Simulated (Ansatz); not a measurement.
The starting structures come from a database of crystals and need not be the phases stable at ambient conditions.

By LDA, the system below comes out a metal.

The ballistic (Sharvin) conductance counts the channels at the Fermi level: G/A = (e²/h) × channels of both spins per area.

Consider the following.

```yaml
crystal:
  lattice:
    - [2.48365, 0.00000, 0.00000]
    - [-1.24182, 2.15090, 0.00000]
    - [0.00000, 0.00000, 4.02620]
  atoms:
    - { symbol: Mn, position: [0.66667, 0.33333, 0.75000] }
    - { symbol: Mn, position: [0.33333, 0.66667, 0.25000] }
```

Space group of this cell: P6_3/mmc, hcp (Mg type). The cell is taken as given; by LDA its mean pressure is -19.6 GPa.

The current flows along the normal of the first two printed cell vectors, the (001) plane of the conventional cell. No spin-orbit coupling; the value is a mean over 0.1 eV about the Fermi level.

Question: Compute, with Ansatz (a program for electronic structure) with LDA, the ballistic conductance per area.

Answer: 2.0 × 10¹⁵ S/m² for both spins.
